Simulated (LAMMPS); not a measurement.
Simulation of a free-standing liquid film of NiAl, 2430 atoms, at 1900 K.

Method: classical MD, pair style eam/alloy, file NiAlH_jea.eam.alloy, run in LAMMPS.

```json
{
 "surface_tension": "1.03 ± 0.03 N/m",
 "excess_potential_energy_of_the_surface": "1.0 J/m²",
 "number_density_in_the_middle": "0.0678 Å⁻³",
 "cost": "very roughly 5 core-minutes"
}
```

Potential: file NiAlH_jea.eam.alloy of the LAMMPS distribution; its header cites Moody and Baskes, Modell Sim Mater Sci Eng, 3, 289-307 (1995).

Uncertainties are statistical and leave out the potential's own error.

| z (Å) | number density (Å⁻³), Ni | number density (Å⁻³), Al |
|---|---|---|
| -26.00 | 0.0000 | 0.0000 |
| -25.00 | 0.0000 | 0.0009 |
| -24.00 | 0.0004 | 0.0098 |
| -23.00 | 0.0037 | 0.0368 |
| -22.00 | 0.0177 | 0.0430 |
| -21.00 | 0.0412 | 0.0280 |
| -20.00 | 0.0464 | 0.0259 |
| -19.00 | 0.0387 | 0.0321 |
| -18.00 | 0.0344 | 0.0336 |
| -17.00 | 0.0330 | 0.0339 |
| -16.00 | 0.0338 | 0.0339 |
| -15.00 | 0.0350 | 0.0321 |
| -14.00 | 0.0352 | 0.0326 |
| -13.00 | 0.0351 | 0.0333 |
| -12.00 | 0.0347 | 0.0326 |
| -11.00 | 0.0348 | 0.0334 |
| -10.00 | 0.0355 | 0.0321 |
| -9.000 | 0.0352 | 0.0330 |
| -8.000 | 0.0345 | 0.0327 |
| -7.000 | 0.0352 | 0.0329 |
| -6.000 | 0.0363 | 0.0319 |
| -5.000 | 0.0354 | 0.0325 |
| -4.000 | 0.0345 | 0.0330 |
| -3.000 | 0.0341 | 0.0330 |
| -2.000 | 0.0346 | 0.0334 |
| -1.000 | 0.0336 | 0.0330 |
| 0.000 | 0.0349 | 0.0335 |
| 1.000 | 0.0351 | 0.0325 |
| 2.000 | 0.0358 | 0.0319 |
| 3.000 | 0.0351 | 0.0333 |
| 4.000 | 0.0341 | 0.0331 |
| 5.000 | 0.0358 | 0.0326 |
| 6.000 | 0.0355 | 0.0328 |
| 7.000 | 0.0345 | 0.0329 |
| 8.000 | 0.0352 | 0.0329 |
| 9.000 | 0.0342 | 0.0334 |
| 10.00 | 0.0348 | 0.0325 |
| 11.00 | 0.0353 | 0.0331 |
| 12.00 | 0.0345 | 0.0332 |
| 13.00 | 0.0344 | 0.0335 |
| 14.00 | 0.0339 | 0.0328 |
| 15.00 | 0.0342 | 0.0336 |
| 16.00 | 0.0318 | 0.0343 |
| 17.00 | 0.0329 | 0.0343 |
| 18.00 | 0.0358 | 0.0338 |
| 19.00 | 0.0440 | 0.0284 |
| 20.00 | 0.0463 | 0.0250 |
| 21.00 | 0.0291 | 0.0365 |
| 22.00 | 0.0087 | 0.0448 |
| 23.00 | 0.0013 | 0.0224 |
| 24.00 | 0.0001 | 0.0035 |
| 25.00 | 0.0000 | 0.0001 |
| 26.00 | 0.0000 | 0.0000 |
